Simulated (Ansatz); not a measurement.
silicon: the defect Ag interstitial

The numbers are results of PBE, PAW (plane waves to 420 eV; Ansatz, a program for electronic structure), not measurements. Cell: 64 sites, 2×2×2; final energies on a 2×2×2 shifted mesh. Site at the start: void with 6Si nearest. Finite-size correction: monopole term and site-potential alignment. Dielectric constants: PBE linear response of the host. Host gap at this level: 0.61 eV. These values are not converged in cell size to better than tenths of an eV. The semilocal functional narrows the gap, so deep levels can fall outside it. Spin–orbit coupling is left out. Each state is the lowest found from its start.

Formation energies E_f are given with the Fermi level at the valence-band maximum. Chemical conditions: host crystal and elements as references (Δμ(Ag) = 0.00 eV; Ag taken from its element, since no compound that bounds it was computed at this level; only phases computed here count, gases as isolated molecules at 0 K). Reference phases: Ag: fcc Ag.

The name describes the start; the neighbours show where the added atom ended.

```tsv
charge	moment (μB)	point group	largest move off a lattice site (Å)	neighbours of the added atom at the end (Å)	image correction with alignment (eV)	E_f, host crystal and elements as references (eV)
+1	not spin-polarised	Td	0.14	Si 2.51, Si 2.51, Si 2.51, Si 2.51	0.41	1.98
0†	fractional	–	0.14	Si 2.51, Si 2.51, Si 2.51, Si 2.51	0.00	2.59
```

† Not settled in this cell, so no level is given: charge 0: fractional moment, carriers not clearly localised, level within 0.1 eV of a band edge or past it.

Point groups are those of the whole cell at tolerances of 0.03 and 0.1 Å ("near" where only the looser one holds); none is given for unsettled states.

No other site or start that was run ended lower by more than 0.1 eV.
